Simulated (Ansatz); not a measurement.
The starting structures come from a database of crystals and need not be the phases stable at ambient conditions.

Given:

```
TiO2
1.0
    4.54535     0.00000     0.00000
    0.00000     5.51962     0.00000
    0.00000     0.00000     4.90920
Ti O
4 8
Direct
  0.50000   0.32701   0.75000
  0.50000   0.67299   0.25000
  0.00000   0.17299   0.25000
  0.00000   0.82701   0.75000
  0.27145   0.38172   0.08135
  0.72855   0.61828   0.91865
  0.22855   0.11828   0.58135
  0.77145   0.88172   0.41865
  0.77145   0.11828   0.91865
  0.22855   0.88172   0.08135
  0.72855   0.38172   0.41865
  0.27145   0.61828   0.58135
```

Space group of this cell: Pbcn. The cell is taken as given; by r2SCAN its mean pressure is -1.2 GPa.

Method: r2SCAN (plane waves, PAW; Ansatz, a quantum-chemistry and plane-wave program).

The current runs along the normal of the first two printed vectors; no spin-orbit coupling. Scaled by the factor s: the length along the current (ions clamped). Meshes 8×6×6 and 8×6 across the current in all rows.

| s | mean pressure (GPa) | slowest mid-gap decay constant κ (1/Å) |
|---|---|---|
| 0.97 | 7.5 | ? |
| 1.00 | -1.2 | 0.365 |
| 1.03 | -8.5 | 0.349 |

Problem. Take the slope of the slowest mid-gap decay constant κ against ln s from the two given rows, extrapolate to s = 0.97, and say what the run there gives.

Solution. Slope = (0.349 − 0.365) / ln 1.03 = -0.541 1/Å. The line gives 0.365 + (-0.541) × ln 0.97 = 0.381 1/Å. The run gives 0.383 1/Å, 0.002 1/Å over the line, 9 % of the predicted step.
